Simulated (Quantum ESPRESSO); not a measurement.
Worked example: self-consistent single point of Tm (P-3m1, 2 atoms in the cell) in Quantum ESPRESSO.

Method of the run: LDA (PZ), SSSP 1.1.2 efficiency (PBE) pseudopotentials (plane waves; Quantum ESPRESSO 7.5).

```xyz
2
Lattice="3.5223 0.0000 0.0000 -1.7611 3.0504 0.0000 0.0000 0.0000 5.5222" Properties=species:S:1:pos:R:3 pbc="T T T"
Tm     0.0000     2.0336     1.4306
Tm     1.7612     1.0168     4.1417
```
Moments meant for the start (each program seeds them in its own way; μB, in the order of the atoms Tm Tm): 2.0 2.0.

Reference input (self-consistent single point, DFT, LDA (PZ), plane waves, SSSP 1.1.2 efficiency (PBE) pseudopotentials): ecutwfc = 50 Ry; ecutrho = 400 Ry; occupations = smearing; smearing = fermi-dirac; degauss = 0.0073499 Ry; nspin = 2; input_dft = pz; potentials = {Tm: Tm.GGA-PBE-paw-v1.0.UPF}; K_POINTS = automatic 5 5 3 0 0 0; conv_thr = 1e-10 Ry; mixing_beta = 0.3. This run's input differs from it in these lines:

```diff
@@ -16,4 +16,4 @@
     occupations = 'smearing',
-    smearing = 'fermi-dirac',
-    degauss = 0.0073499,
+    smearing = 'marzari-vanderbilt',
+    degauss = 0.000734986,
     nspin = 2,
@@ -32,3 +32,3 @@
 K_POINTS {automatic}
-5 5 3  0 0 0
+8 8 5  0 0 0
```

The program printed (abridged):

```
     Self-consistent Calculation

     iteration #  1     ecut=    50.00 Ry     beta= 0.30

     total energy              =   -1857.37846291 Ry
     estimated scf accuracy    <       2.86332059 Ry

     total magnetization       =     0.35 Bohr mag/cell
     absolute magnetization    =     0.35 Bohr mag/cell

     iteration #  2     ecut=    50.00 Ry     beta= 0.30

     total energy              =   -1855.54385204 Ry
     estimated scf accuracy    <      41.25191679 Ry

     total magnetization       =     8.62 Bohr mag/cell
     absolute magnetization    =     8.65 Bohr mag/cell

     iteration #  3     ecut=    50.00 Ry     beta= 0.30

   [... lines left out ...]

   [... 95 blocks of this kind left out ...]

     iteration # 99     ecut=    50.00 Ry     beta= 0.30

     total energy              =   -1859.24159978 Ry
     estimated scf accuracy    <       0.00672027 Ry

     total magnetization       =     2.18 Bohr mag/cell
     absolute magnetization    =     2.72 Bohr mag/cell

     iteration #100     ecut=    50.00 Ry     beta= 0.30

     total energy              =   -1859.24181832 Ry
     estimated scf accuracy    <       0.02273142 Ry

     total magnetization       =     2.18 Bohr mag/cell
     absolute magnetization    =     2.73 Bohr mag/cell
     End of self-consistent calculation

     convergence NOT achieved after 100 iterations: stopping

   JOB DONE.
```

The run ended unconverged after 100 iterations.  The full log also holds: “c_bands:  1 eigenvalues not converged”.

The starting cell has typed, rounded lattice constants, without a prior relaxation at this level. Its lattice was rescaled by up to half a per cent. One atom was moved a little off its site on purpose. Spin-orbit coupling is off.

Cost on one core of a shared machine: roughly 9 min.
